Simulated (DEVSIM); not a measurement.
Structure: Schottky contact on n-type β-Ga2O3, at 300 K.

Layer 1 from the left is β-Ga2O3, thickness (μm) 1.90, Nd (cm⁻³) 1.8e16, τn (s) 2.7e-9, τp (s) 8.1e-11.

Left contact: Schottky, work function 5.75 eV, emission velocity 3.6e6 cm/s. Right contact: ohmic. Voltage is applied to the left contact. Recombination: SRH at mid-gap. Mobility is constant in doping.

This is a model device: material constants are rounded textbook-type values typed into the input, and sizes, dopings and lifetimes were drawn at random. Values at 300 K.

β-Ga2O3: gap (eV) 4.8, affinity (eV) 4, permittivity 10, Nc (cm⁻³) 3.7e18, Nv (cm⁻³) 5e20, μn (cm²/Vs) 160, μp (cm²/Vs) 1.

DEVSIM, 1D drift-diffusion, Boltzmann statistics, complete ionisation; no tunnelling, impact ionisation, image-force lowering or self-heating. Metal contacts follow the ideal Schottky-Mott rule: no Fermi-level pinning, no interface dipoles.

Q: What does the simulation give for the dark forward voltage at 1 A/cm², the potential step across the device at zero bias, the largest field in the device at zero bias?

A: dark forward voltage at 1 A/cm² 1.387 V; potential step across the device at zero bias 1.612 V; largest field in the device at zero bias 100000 V/cm.
